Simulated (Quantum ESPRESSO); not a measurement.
A self-consistent single point of HfBe₂ (P6/mmm, 3 atoms in the cell) with Quantum ESPRESSO.

Method of the run: PBEsol, GBRV 1.5 ultrasoft (PBESOL) pseudopotentials (plane waves; Quantum ESPRESSO 7.5).

```
HfBe2
1.0
    3.77950     0.00000     0.00000
   -1.88975     3.27314     0.00000
    0.00000     0.00000     3.16996
Hf Be
1 2
Direct
  0.00000   0.00000   0.00000
  0.33333   0.66667   0.50000
  0.66667   0.33333   0.50000
```

Reference input (self-consistent single point, DFT, LDA (PZ), plane waves, GBRV 1.5 ultrasoft (LDA) pseudopotentials): ecutwfc = 40 Ry; ecutrho = 320 Ry; occupations = smearing; smearing = gaussian; degauss = 0.0036749 Ry; potentials = {Hf: hf_lda_v1.uspp.F.UPF, Be: be_lda_v1.4.uspp.F.UPF}; K_POINTS = automatic 10 10 10 0 0 0; conv_thr = 1e-09 Ry. This run's input differs from it in these lines:

```diff
@@ -24,4 +24,4 @@
 ATOMIC_SPECIES
-Hf   178.4900  hf_lda_v1.uspp.F.UPF
-Be     9.0122  be_lda_v1.4.uspp.F.UPF
+Hf   178.4900  hf_pbesol_v1.uspp.F.UPF
+Be     9.0122  be_pbesol_v1.4.uspp.F.UPF
 ATOMIC_POSITIONS {crystal}
```

Output (repeated stretches shortened):

```
     Self-consistent Calculation

     iteration #  1     ecut=    40.00 Ry     beta= 0.70

     negative rho (up, down):  1.071E-01 0.000E+00

     total energy              =    -214.27493276 Ry
     estimated scf accuracy    <       1.71010370 Ry

     iteration #  2     ecut=    40.00 Ry     beta= 0.70

     negative rho (up, down):  1.096E-01 0.000E+00

     total energy              =    -214.65676105 Ry
     estimated scf accuracy    <       0.46173383 Ry

     iteration #  3     ecut=    40.00 Ry     beta= 0.70

     negative rho (up, down):  1.115E-01 0.000E+00

     total energy              =    -214.76523600 Ry
     estimated scf accuracy    <       0.01189600 Ry

   [... 3 blocks of this kind left out ...]

     iteration #  7     ecut=    40.00 Ry     beta= 0.70

     negative rho (up, down):  1.121E-01 0.000E+00

     total energy              =    -214.76758731 Ry
     estimated scf accuracy    <       0.00000005 Ry

     iteration #  8     ecut=    40.00 Ry     beta= 0.70

     negative rho (up, down):  1.121E-01 0.000E+00
     End of self-consistent calculation

     the Fermi energy is    10.7209 ev

!    total energy              =    -214.76758733 Ry
     estimated scf accuracy    <          8.9E-10 Ry
     smearing contrib. (-TS)   =      -0.00017730 Ry
     internal energy E=F+TS    =    -214.76741003 Ry

     convergence has been achieved in   8 iterations

     negative rho (up, down):  1.121E-01 0.000E+00

     Forces acting on atoms (cartesian axes, Ry/au):

     atom    1 type  1   force =    -0.00000000   -0.00000000    0.00000000
   [... zero for the other atoms too ...]

     Total force =     0.000000     Total SCF correction =     0.000000

     negative rho (up, down):  1.121E-01 0.000E+00
          total   stress  (Ry/bohr**3)                   (kbar)     P=      -25.21
  -0.00016922  -0.00000000   0.00000000          -24.89       -0.00        0.00
  -0.00000000  -0.00016922  -0.00000000           -0.00      -24.89       -0.00
  -0.00000000   0.00000000  -0.00017575           -0.00        0.00      -25.85

   JOB DONE.
```

The run converged in 8 iterations. Against the reference run the pressure goes from -6.41 to -2.52 GPa.

The starting cell comes from a database of computed structures (which also holds hypothetical and non-ambient phases and stackings), without a prior relaxation at this level.
